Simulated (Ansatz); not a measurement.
Given:

End structure of a constructed model of the (0001) surface of hcp Co, ferromagnetic, a pseudomorphic layer of Fe in the other hollow (bottom of the slab: a bare face, its two planes held):

```xyz
7
Lattice="2.4929 0.0000 0.0000 -1.2465 2.1589 0.0000 0.0000 0.0000 28.5000" Properties=species:S:1:pos:R:3 pbc="T T T"
Co     1.2465     0.7196     8.0670
Co     0.0000     1.4393    10.0833
Co     1.2465     0.7196    12.1228
Co     0.0000     1.4393    14.1285
Co     1.2465     0.7196    16.1600
Co     0.0000     1.4393    18.1674
Fe     0.0000     0.0000    20.2561
```

Slab: 7 atoms, 12.4 Å thick at the start with caps and adatoms (thin: gaps and levels are the slab's own); k 17x17x1, smearing 0.1 eV, dipole-corrected; 2 atoms held, the rest relaxed; symmetry of the start imposed; spin-polarised, ending with about 12.5 μB a cell; orders that need a larger cell were not tried, no spin-orbit, no U. In PBE it is, or lies within 0.01 eV a 1x1 cell of, the lowest of the 2 structures of its composition computed so far; subsurface sites and larger cells were not tried.

Q: Give the work function of the top face at the level PBE run with Ansatz (an electronic-structure program).

A: 4.95 eV
